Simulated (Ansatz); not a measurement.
System: F-vacancy pair (F on one host O site, one O site vacant) in alpha quartz (charge state +1). Level of theory: PBE, PAW (plane waves to 420 eV; Ansatz, a program for electronic structure).

Settings: 72 host sites, the relaxed PBE lattice, the Γ point alone, smearing 0.01 eV, spin-restricted, no image-charge correction. Energies are static. The charge state is imposed; whether it is stable for some Fermi level was not computed. Forms of the defect that were not tried may lie lower.

Barriers: single points on a 2×2×2 k-point mesh shifted by half a step along c at the bands' geometries.

The step: one O atom jumps into the vacancy from a nearby O site (F-vacancy distance between ideal sites 2.63 → 5.06 Å). Atoms about the jump, Cartesian Å from the middle of the jump, before and after:

| atom | x0 | y0 | z0 | x1 | y1 | z1 |
|---|---|---|---|---|---|---|
| O1 | -0.96 | 0.07 | 0.65 | 0.96 | -0.07 | -0.65 |
| Si2 | 0.11 | -0.92 | -0.08 | -0.14 | -0.93 | 0.27 |
| Si3 | 1.09 | 0.83 | -1.50 | 1.23 | 1.11 | -1.68 |
| Si4 | -1.16 | 1.16 | 1.87 | -1.06 | 0.82 | 1.71 |
| O5 | -0.71 | -1.96 | -1.02 | -1.05 | -1.75 | -0.82 |
| O6 | -1.70 | 2.54 | 1.21 | -1.54 | 2.09 | 0.81 |
| O7 | 1.02 | -1.70 | 1.01 | 0.76 | -2.00 | 1.12 |
| O8 | 0.28 | 1.42 | 2.56 | 0.30 | 1.31 | 2.48 |
| O9 | 1.74 | 2.10 | -0.78 | 1.86 | 2.43 | -1.07 |
| O10 | 0.09 | 1.28 | -2.68 | 0.16 | 1.36 | -2.83 |
| O11 | -2.21 | 0.57 | 2.96 | -2.20 | 0.48 | 2.85 |
| F12 | 2.56 | 0.44 | -2.64 | 2.61 | 0.50 | -2.65 |

Where do these atoms stand at the saddle point, and how high is it?


| atom | x | y | z |
|---|---|---|---|
| O1 | -0.27 | 0.26 | 0.16 |
| Si2 | -0.56 | -1.35 | 0.55 |
| Si3 | 0.79 | 0.91 | -1.29 |
| Si4 | -0.98 | 1.12 | 1.72 |
| O5 | -1.02 | -2.07 | -0.82 |
| O6 | -1.48 | 2.48 | 1.00 |
| O7 | 0.81 | -1.96 | 1.17 |
| O8 | 0.41 | 1.38 | 2.49 |
| O9 | 1.58 | 2.20 | -0.75 |
| O10 | -0.12 | 1.31 | -2.55 |
| O11 | -2.11 | 0.60 | 2.77 |
| F12 | 2.55 | 0.48 | -2.96 |
It lies 3.32 eV above the start and 3.14 eV above the end. The saddle point's order was not checked.
